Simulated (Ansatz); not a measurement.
The starting structures come from a database of crystals and need not be the phases stable at ambient conditions.

 Where the default PAW files enter, the runs use the earlier of Ansatz's two default sets.

Inside the gap of an insulator the Bloch states are evanescent, with a wavenumber k + iκ along the transport direction.

Input:

```yaml
crystal:
  lattice:
    - [3.28362, 0.00000, 0.00000]
    - [0.00000, 14.60265, 0.00000]
    - [0.00000, 6.57932, 7.26554]
  atoms:
    - { symbol: Zr, position: [0.75000, 0.35267, 0.37822] }
    - { symbol: Zr, position: [0.25000, 0.64733, 0.62178] }
    - { symbol: Zr, position: [0.25000, 0.85267, 0.91644] }
    - { symbol: Zr, position: [0.75000, 0.14733, 0.08356] }
    - { symbol: Zr, position: [0.75000, 0.09363, 0.51308] }
    - { symbol: Zr, position: [0.25000, 0.90637, 0.48692] }
    - { symbol: Zr, position: [0.25000, 0.59363, 0.29966] }
    - { symbol: Zr, position: [0.75000, 0.40637, 0.70034] }
    - { symbol: Zr, position: [0.75000, 0.62470, 0.94432] }
    - { symbol: Zr, position: [0.25000, 0.37530, 0.05568] }
    - { symbol: Zr, position: [0.25000, 0.12470, 0.80628] }
    - { symbol: Zr, position: [0.75000, 0.87530, 0.19372] }
    - { symbol: N, position: [0.75000, 0.02782, 0.36915] }
    - { symbol: N, position: [0.25000, 0.97218, 0.63085] }
    - { symbol: N, position: [0.25000, 0.52782, 0.57521] }
    - { symbol: N, position: [0.75000, 0.47218, 0.42479] }
    - { symbol: N, position: [0.75000, 0.22564, 0.77982] }
    - { symbol: N, position: [0.25000, 0.77436, 0.22018] }
    - { symbol: N, position: [0.25000, 0.72564, 0.76890] }
    - { symbol: N, position: [0.75000, 0.27436, 0.23110] }
    - { symbol: N, position: [0.75000, 0.98142, 0.87566] }
    - { symbol: N, position: [0.25000, 0.01858, 0.12434] }
    - { symbol: N, position: [0.25000, 0.48142, 0.16150] }
    - { symbol: N, position: [0.75000, 0.51858, 0.83850] }
    - { symbol: N, position: [0.25000, 0.21477, 0.52237] }
    - { symbol: N, position: [0.75000, 0.78523, 0.47763] }
    - { symbol: N, position: [0.75000, 0.71477, 0.04809] }
    - { symbol: N, position: [0.25000, 0.28523, 0.95191] }
```

Space group of this cell: Pnma. The cell is taken as given; by PBEsol its mean pressure is -4.8 GPa.

Transport runs along the normal of the first two printed cell vectors.

No gap correction and no spin-orbit coupling; mid-gap values are interpolated between computed energies.

Problem. Compute, with Ansatz (a first-principles code) with PBEsol, the band gap and the smallest decay constant κ at mid-gap.

Solution. Gap 1.03 eV on a 10×4×4 mesh; κ = 0.205 1/Å, at the zone centre.
